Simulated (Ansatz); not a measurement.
Start from LaBr3 in the ReO3 type structure (space group Pm-3m, No. 221; a = 5.885 Å; a hypothetical phase, not in the database extracts checked). Axes: x, y, z lie along the cube axes.

The change: the cell is compressed by 1.44 % along x with no lateral relaxation, atoms relaxed at fixed cell.

Level of theory: Kohn–Sham DFT with the PBE functional, run in Ansatz (a program for electronic structure) with PAW and 420 eV plane waves, without spin-orbit coupling.

Task: Give the band edges at the high-symmetry points of the new zone, measured from its valence-band maximum.

Result: 
```csv
point,valence edge (eV),conduction edge (eV)
Γ,-0.51,3.50
X,-0.53,3.49
M,0.00,3.43
Z,-0.52,3.48
R,-0.04,3.43
A,0.00,3.43
```

The gap is 3.43 eV, direct at A.

The cells carry an imposed strain or load. Stability against distortions was not tested. k-point labels follow each cell's own Brillouin zone.
